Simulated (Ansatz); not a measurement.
The starting structures come from a database of crystals and need not be the phases stable at ambient conditions.

 Where the default PAW files enter, the runs use the earlier of Ansatz's two default sets.

By PBEsol, the system below comes out a metal.

Without scattering a metal conducts by its projected Fermi surface.

Data:

```
CELL_PARAMETERS angstrom
      4.88970     0.00000     0.00000
      0.00000     4.88970     0.00000
      0.00000     0.00000     4.74301
ATOMIC_POSITIONS crystal
  Si 0.50000 0.50000 0.50000
  Si 0.00000 0.00000 0.00000
  Mo 0.00000 0.50000 0.25000
  Mo 0.00000 0.50000 0.75000
  Mo 0.75000 0.00000 0.50000
  Mo 0.25000 0.00000 0.50000
  Mo 0.50000 0.75000 0.00000
  Mo 0.50000 0.25000 0.00000
```

Space group of this cell: P4_2/mmc. The cell is strained (lengths along the current scaled by 0.97, ions clamped); by PBEsol its mean pressure is 3.8 GPa.

The current flows along the normal of the first two printed cell vectors, the (001) (indices of the unstrained crystal) plane of the conventional cell. No spin-orbit coupling; the value is a mean over 0.1 eV about the Fermi level.

### Question
State the ballistic conductance per area according to PBEsol in Ansatz (a program for electronic structure).

### Answer
0.81 × 10¹⁵ S/m² for both spins.
